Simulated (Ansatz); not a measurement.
Partial pair distribution functions of a relaxed model of amorphous Ti20O43W, broadened by 0.06 Å; density 3.57 g/cm³. These are PBE, scalar-relativistic without spin-orbit coupling (plane waves to 420 eV, PAW; Ansatz, a first-principles code) values and carry that method's errors.

A CHGNet melt-quench gave the starting glass, which DFT then relaxed. O atoms were pushed apart under 1.9 Å during the dynamics, to hinder bonds among them. The hot cell started wider than the set density and was brought back towards it in steps. It is the lowest in DFT energy of 2 quenches. It is a model cell: composition and starting density were chosen by hand, and all elements were melted together. No dispersion term was used. Its density started from a set value of 3.83 and ended at 3.57 g/cm³. The quench (nominally 240 K/ps over its main leg) was far faster than any real one, so the model tends to hold more defects than a real film. A cell of this size samples the disorder only roughly. Volume and shape were free in the relaxation.

```json
[
 {"r (Å)": "1.50", "g Ti-O": "0.00", "g O-W": "0.00", "g Ti-Ti": "0.00", "g O-O": "0.00"},
 {"r (Å)": "1.60", "g Ti-O": "0.05", "g O-W": "0.25", "g Ti-Ti": "0.00", "g O-O": "0.00"},
 {"r (Å)": "1.70", "g Ti-O": "1.42", "g O-W": "3.03", "g Ti-Ti": "0.00", "g O-O": "0.00"},
 {"r (Å)": "1.80", "g Ti-O": "5.73", "g O-W": "6.13", "g Ti-Ti": "0.00", "g O-O": "0.00"},
 {"r (Å)": "1.90", "g Ti-O": "6.42", "g O-W": "8.78", "g Ti-Ti": "0.00", "g O-O": "0.00"},
 {"r (Å)": "2.00", "g Ti-O": "4.37", "g O-W": "3.83", "g Ti-Ti": "0.00", "g O-O": "0.00"},
 {"r (Å)": "2.10", "g Ti-O": "2.26", "g O-W": "0.57", "g Ti-Ti": "0.00", "g O-O": "0.00"},
 {"r (Å)": "2.20", "g Ti-O": "1.02", "g O-W": "0.01", "g Ti-Ti": "0.00", "g O-O": "0.01"},
 {"r (Å)": "2.30", "g Ti-O": "0.47", "g O-W": "0.00", "g Ti-Ti": "0.00", "g O-O": "0.19"},
 {"r (Å)": "2.40", "g Ti-O": "0.12", "g O-W": "0.00", "g Ti-Ti": "0.00", "g O-O": "0.78"},
 {"r (Å)": "2.50", "g Ti-O": "0.08", "g O-W": "0.00", "g Ti-Ti": "0.00", "g O-O": "1.19"},
 {"r (Å)": "2.60", "g Ti-O": "0.15", "g O-W": "0.00", "g Ti-Ti": "0.00", "g O-O": "1.92"},
 {"r (Å)": "2.70", "g Ti-O": "0.16", "g O-W": "0.04", "g Ti-Ti": "0.00", "g O-O": "2.70"},
 {"r (Å)": "2.80", "g Ti-O": "0.05", "g O-W": "0.83", "g Ti-Ti": "0.10", "g O-O": "2.98"},
 {"r (Å)": "2.90", "g Ti-O": "0.16", "g O-W": "0.98", "g Ti-Ti": "0.99", "g O-O": "2.34"},
 {"r (Å)": "3.00", "g Ti-O": "0.16", "g O-W": "0.10", "g Ti-Ti": "1.46", "g O-O": "1.76"},
 {"r (Å)": "3.10", "g Ti-O": "0.19", "g O-W": "0.58", "g Ti-Ti": "1.40", "g O-O": "1.39"},
 {"r (Å)": "3.20", "g Ti-O": "0.38", "g O-W": "0.98", "g Ti-Ti": "1.85", "g O-O": "1.00"},
 {"r (Å)": "3.30", "g Ti-O": "0.29", "g O-W": "0.93", "g Ti-Ti": "2.09", "g O-O": "0.93"},
 {"r (Å)": "3.40", "g Ti-O": "0.31", "g O-W": "0.46", "g Ti-Ti": "2.84", "g O-O": "0.88"},
 {"r (Å)": "3.50", "g Ti-O": "0.93", "g O-W": "0.17", "g Ti-Ti": "2.64", "g O-O": "0.71"},
 {"r (Å)": "3.60", "g Ti-O": "1.31", "g O-W": "0.80", "g Ti-Ti": "2.02", "g O-O": "0.62"},
 {"r (Å)": "3.70", "g Ti-O": "1.17", "g O-W": "0.28", "g Ti-Ti": "1.51", "g O-O": "0.73"},
 {"r (Å)": "3.80", "g Ti-O": "1.15", "g O-W": "0.49", "g Ti-Ti": "1.43", "g O-O": "0.71"},
 {"r (Å)": "3.90", "g Ti-O": "1.35", "g O-W": "1.02", "g Ti-Ti": "1.14", "g O-O": "0.65"},
 {"r (Å)": "4.00", "g Ti-O": "1.12", "g O-W": "1.46", "g Ti-Ti": "0.69", "g O-O": "0.69"},
 {"r (Å)": "4.10", "g Ti-O": "1.39", "g O-W": "2.20", "g Ti-Ti": "0.53", "g O-O": "0.86"},
 {"r (Å)": "4.20", "g Ti-O": "1.53", "g O-W": "1.43", "g Ti-Ti": "0.19", "g O-O": "0.82"},
 {"r (Å)": "4.30", "g Ti-O": "1.84", "g O-W": "0.68", "g Ti-Ti": "0.13", "g O-O": "0.60"},
 {"r (Å)": "4.40", "g Ti-O": "1.68", "g O-W": "0.85", "g Ti-Ti": "0.42", "g O-O": "0.54"},
 {"r (Å)": "4.50", "g Ti-O": "1.36", "g O-W": "3.10", "g Ti-Ti": "0.98", "g O-O": "0.75"}
]
```

Within 2.44 Å each Ti has 5.15 O neighbours on average.
